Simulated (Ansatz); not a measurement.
Base system: BN in the wurtzite structure (space group P6_3mc, No. 186; a = 2.541 Å, c = 4.203 Å). Axes: x lies along a and z along c of the hexagonal cell.

All numbers come from PBEsol/PAW in Ansatz (a program for electronic structure), no spin-orbit coupling.

Perturbation: uniaxial strain ε_zz = +2.40 %, all other strain components held at zero, atoms relaxed at fixed cell.

Problem. Predict the stress tensor and what it implies for the stiffness.

Solution. Stress of the strained cell less that of the base (GPa, compression positive):
```
  -1.32    0.00    0.00
   0.00   -1.32    0.00
   0.00    0.00  -22.93
```

Then −Δσ_ii/ε with ε = 0.0240 gives secant stiffness values (nonlinear terms included at this strain): C33 ≈ 956 GPa, C13 ≈ 55 GPa and C23 ≈ 55 GPa.

As a check, the harmonic strain energy −½ V₀ Δσ:ε is 10 meV/atom; the computed energy rise is 10 meV/atom.

No phonon test of stability was made.
